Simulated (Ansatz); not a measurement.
# A computed series for Ga2O3: response to strain

Start from Ga$_{2}$O$_{3}$ (space group Cmcm, No. 63; a = 2.789 Å, b = 9.275 Å, c = 7.149 Å; a cell from a computed database, its experimental status unchecked). Axes: x, y, z lie along a, b, c of the conventional cell.

Strains are applied to the cell and any free atomic positions relax.

Level of theory: plane-wave PAW DFT at the PBEsol level (Ansatz, an electronic-structure program, 420 eV), spin-orbit coupling left out.

Notes on the quantities. pressure: mean of the normal stresses, compression positive; energy relative to the base: free energy F.

```
change                           pressure  smallest direct gap  energy relative to the base  volume per atom  band gap
------------------------------  ---------  -------------------  ---------------------------  ---------------  --------
base                             0.00 GPa              1.53 eV                   0 meV/atom          9.25 Å³   1.48 eV
isotropic strain −2.95 %        22.31 GPa              2.42 eV                          ___          8.45 Å³   2.33 eV
isotropic strain −0.42 %         2.58 GPa              1.64 eV                          ___          9.13 Å³   1.59 eV
uniaxial strain ε_zz = +0.59 %  -0.90 GPa              1.50 eV                +0.2 meV/atom          9.30 Å³   1.46 eV
uniaxial strain ε_zz = +2.53 %        ___                  ___                +3.9 meV/atom          9.48 Å³   1.40 eV
```

Complete the table.


- isotropic strain −2.95 %, energy relative to the base: +51 meV/atom
- isotropic strain −0.42 %, energy relative to the base: +0.9 meV/atom
- uniaxial strain ε_zz = +2.53 %, pressure: -3.48 GPa
- uniaxial strain ε_zz = +2.53 %, smallest direct gap: 1.42 eV

Stability against distortions was not tested.
